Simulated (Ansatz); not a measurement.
The reference is W in the bcc (W type) structure (space group Im-3m, No. 229; a = 3.154 Å).

One thing is altered: Re takes the place of W on all its sites; the structure is relaxed again.

Levels (all Ansatz, a quantum-chemistry and plane-wave program, PAW): PBEsol (420 eV, no SOC); PBEsol+SOC (420 eV, spin-orbit coupling included).

The geometry is relaxed with PBEsol.

PBEsol pressure: 0.0 GPa

Q: Predict the pressure from PBEsol+SOC.

A: The pressure goes from zero to 0.4 GPa.

Single points use the geometry relaxed with PBEsol. Differences between runs with and without spin-orbit coupling are approximate. Whether these cells are dynamically stable was not tested. For Re in this form, whether it has been made was not checked. The runs without spin-orbit coupling are not spin-polarised. This is not the structure that Re has at room temperature and ambient pressure.
